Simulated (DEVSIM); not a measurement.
# abrupt CdTe p-n junction

Device: abrupt CdTe p-n junction, at 350 K.

```
layer (left to right)  material  thickness (μm)  Nd (cm⁻³)  Na (cm⁻³)  τn (s)   τp (s)
---------------------  --------  --------------  ---------  ---------  ------  -------
1                          CdTe            1.20          -       4e15  2.3e-9   2.3e-9
2                          CdTe            13.0     2.6e14          -  2.3e-9  6.9e-10
```

Left contact: ohmic. Right contact: ohmic. Voltage is applied to the left contact. Recombination: SRH at mid-gap, Auger. Mobility is constant in doping.

Constants are typed, rounded textbook-type inputs, not results; the design itself was drawn at random and stands for no fabricated device. Values at 300 K; Nc and Nv go as T^1.5, mobilities as T to minus their exponent, the gap by Varshni's rule with the affinity fixed.

```csv
parameter,CdTe
gap (eV),1.5
affinity (eV),4.28
permittivity,10.2
Nc (cm⁻³),8e17
Nv (cm⁻³),1.8e19
μn (cm²/Vs),1000
μp (cm²/Vs),80
T exponent of μn,1.7
T exponent of μp,1.5
Cn (cm⁶/s),1e-30
Cp (cm⁶/s),1e-30
Varshni α (eV/K),0.00031
Varshni β (K),108
```

DEVSIM, 1D drift-diffusion, Boltzmann statistics, complete ionisation; no tunnelling, impact ionisation, image-force lowering or self-heating.

```yaml
potential_step_across_the_device_at_zero_bias: 0.976 V
largest_field_in_the_device_at_zero_bias: 9000 V/cm
Dark forward voltage at 1 A/cm²: 0.908 V
```

Small-signal capacitance in reverse bias (quasi-static):

```json
[
 {"V (V)": "-0.2", "C (nF/cm²)": "3.98"},
 {"V (V)": "-0.5", "C (nF/cm²)": "3.53"},
 {"V (V)": "-1", "C (nF/cm²)": "3.04"},
 {"V (V)": "-1.5", "C (nF/cm²)": "2.70"},
 {"V (V)": "-2", "C (nF/cm²)": "2.46"},
 {"V (V)": "-3", "C (nF/cm²)": "2.12"},
 {"V (V)": "-4", "C (nF/cm²)": "1.90"},
 {"V (V)": "-5", "C (nF/cm²)": "1.73"},
 {"V (V)": "-6.5", "C (nF/cm²)": "1.54"},
 {"V (V)": "-8", "C (nF/cm²)": "1.41"},
 {"V (V)": "-10", "C (nF/cm²)": "1.27"}
]
```

Dark reverse current:

```json
[
 {"V (V)": "-0.20", "J (A/cm²)": "-1.9e-7"},
 {"V (V)": "-0.50", "J (A/cm²)": "-3.7e-7"},
 {"V (V)": "-1.00", "J (A/cm²)": "-6.1e-7"},
 {"V (V)": "-1.50", "J (A/cm²)": "-8.1e-7"},
 {"V (V)": "-2.00", "J (A/cm²)": "-9.9e-7"},
 {"V (V)": "-3.00", "J (A/cm²)": "-1.3e-6"},
 {"V (V)": "-4.00", "J (A/cm²)": "-1.5e-6"},
 {"V (V)": "-5.00", "J (A/cm²)": "-1.8e-6"},
 {"V (V)": "-6.50", "J (A/cm²)": "-2.1e-6"},
 {"V (V)": "-8.00", "J (A/cm²)": "-2.3e-6"},
 {"V (V)": "-10.00", "J (A/cm²)": "-2.7e-6"}
]
```
